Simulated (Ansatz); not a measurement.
Given:

Host crystal: cubic SrTiO3, with a band gap (PBE, scalar-relativistic without spin-orbit coupling).

End structure of F on the 1x1 (100) surface of cubic SrTiO3 (a phase of room or higher temperature, not the 0 K ground state) (cut with top plane 2 O + Ti), one in a 1x1 cell, started at the site 'hollow O-O-Ti':

```
CELL_PARAMETERS angstrom
      3.93679     0.00000     0.00000
      0.00000     3.93679     0.00000
      0.00000     0.00000    27.00000
ATOMIC_POSITIONS crystal
  O  0.00000 0.50000 0.35501
  O  0.50000 0.00000 0.35501
  Ti 0.50000 0.50000 0.35833
  O  0.50000 0.50000 0.42677
  Sr 0.00000 0.00000 0.42244
  O  0.99911 0.49861 0.49936
  O  0.49861 0.99911 0.49936
  Ti 0.50183 0.50183 0.50590
  O  0.49859 0.49859 0.57295
  Sr 0.00496 0.00496 0.58206
  O  0.99596 0.50046 0.64595
  O  0.50046 0.99596 0.64595
  Ti 0.51715 0.51715 0.65938
  F  0.50419 0.50419 0.72414
```

Slab: 14 atoms, 7.8 Å thick at the start under the adsorbate (thin: gaps and levels are the slab's own); k 6x6x1, smearing 0.01 eV, dipole-corrected; 5 atoms held, the rest relaxed; held to the start's symmetry, so lower structures may exist; spin-polarised, ending with about 0.6 μB a cell, a value that depends on the mesh; orders that need a larger cell were not tried, no spin-orbit, no U, no dispersion correction. The slab shows no gap over 0.04 eV on its mesh. At the end it is bonded to Ti. In PBE it is, or lies within 0.03 eV of, the lowest of the starts that converged.

A negative adsorption energy means that the adsorbate is more stable on the surface than in its reference.

Question: Predict the adsorption energy against ½ F2(g) from PBE (Ansatz, an electronic-structure program).

Answer: -1.92 eV

Question: What work function of the top face does PBE give?

Answer: 9.02 eV

Question: Predict the change of the step from the bottom to the top vacuum level, against the clean slab from PBE.

Answer: 3.30 eV
